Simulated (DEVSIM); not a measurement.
Device: Ru/SiO2/p-GaSb capacitor, at 300 K.

| layer (left to right) | material | thickness (nm) | Na (cm⁻³) |
|---|---|---|---|
| 1 | SiO2 | 3.40 | - |
| 2 | GaSb | 7600 | 6.2e15 |

Metal gate on the left, work function 4.7 eV. Fixed charge at the semiconductor interface -7.8e10 cm⁻² (in units of +e); interface traps 3e11 cm⁻² eV⁻¹, uniform in energy, neutral level at 0.5 of the gap above the valence band.

Constants are typed, rounded textbook-type inputs, not results; the design itself was drawn at random and stands for no fabricated device. Values at 300 K.

```tsv
parameter	SiO2	GaSb
gap (eV)	9	0.726
affinity (eV)	0.9	4.06
permittivity	3.9	15.7
Nc (cm⁻³)	-	2.1e17
Nv (cm⁻³)	-	1.8e19
```

Model (solved in DEVSIM): 1D Poisson equation in equilibrium, Boltzmann statistics, complete ionisation; no quantum confinement or tunnelling. Metal contacts follow the ideal Schottky-Mott rule: no Fermi-level pinning, no interface dipoles.

Question: Tabulate band edges, carrier densities and field at 0.4 V on the gate.

Answer: Energies count from the Fermi level of the right contact; mesh points crowd at the junctions.

```tsv
x (μm)	Ec (eV)	Ev (eV)	n (cm⁻³)	p (cm⁻³)	field (V/cm)
0.000	3.400	-5.600	< 1e2	< 1e2	120000
0.001081	3.413	-5.587	< 1e2	< 1e2	120000
0.002344	3.428	-5.572	< 1e2	< 1e2	120000
0.003400	0.280	-0.446	4.1e12	5.8e11	55000
0.005672	0.284	-0.442	3.6e12	6.8e11	17000
0.009981	0.291	-0.435	2.7e12	9.0e11	17000
0.01912	0.307	-0.419	1.5e12	1.6e12	16000
0.05217	0.357	-0.369	2.1e11	1.1e13	14000
0.1149	0.431	-0.295	1.2e10	2.0e14	9600
0.2563	0.506	-0.220	6.6e8	3.7e15	2100
0.5752	0.520	-0.206	3.9e8	6.2e15	13
1.697	0.520	-0.206	3.9e8	6.2e15	≈ 0
3.803	0.520	-0.206	3.9e8	6.2e15	≈ 0
5.919	0.520	-0.206	3.9e8	6.2e15	≈ 0
7.035	0.520	-0.206	3.9e8	6.2e15	≈ 0
7.352	0.520	-0.206	3.9e8	6.2e15	≈ 0
7.489	0.520	-0.206	3.9e8	6.2e15	≈ 0
7.553	0.520	-0.206	3.9e8	6.2e15	≈ 0
7.587	0.520	-0.206	3.9e8	6.2e15	≈ 0
7.597	0.520	-0.206	3.9e8	6.2e15	≈ 0
7.601	0.520	-0.206	3.9e8	6.2e15	≈ 0
7.603	0.520	-0.206	3.9e8	6.2e15	≈ 0
```
